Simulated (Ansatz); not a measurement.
Consider Mo in the bcc (W type) structure (space group Im-3m, No. 229).

```
Mo
1.0
   -1.57529     1.57529     1.57529
    1.57529    -1.57529     1.57529
    1.57529     1.57529    -1.57529
Mo
1
Direct
  0.00000   0.00000   0.00000
```

Cartesian axes are those of the cell as printed.

The values are results of r2SCAN (Ansatz, an electronic-structure program), spin-orbit coupling left out, not measurements.

Before the change:

Pressure: 0.0 GPa
Volume per atom: 15.64 Å³

One thing is altered: compressive biaxial strain of 1.76 % in the plane normal to [111], as in epitaxy on a mismatched substrate; the out-of-plane cell vector and the atoms relax.

### Question
What happens to the energy relative to the base, pressure and volume per atom?

### Answer
The energy increases by 12 meV/atom; the pressure (mean of the normal stresses, compression positive) goes from zero to 4.9 GPa; the volume per atom falls by 0.254 Å³ to 15.38 Å³.

Without a gap, meshes like the base's 21×21×21 leave anisotropic stresses uncertain by several tenths of a GPa, and small strain energies with them. No phonon test of stability was made. All final runs are without spin polarisation.
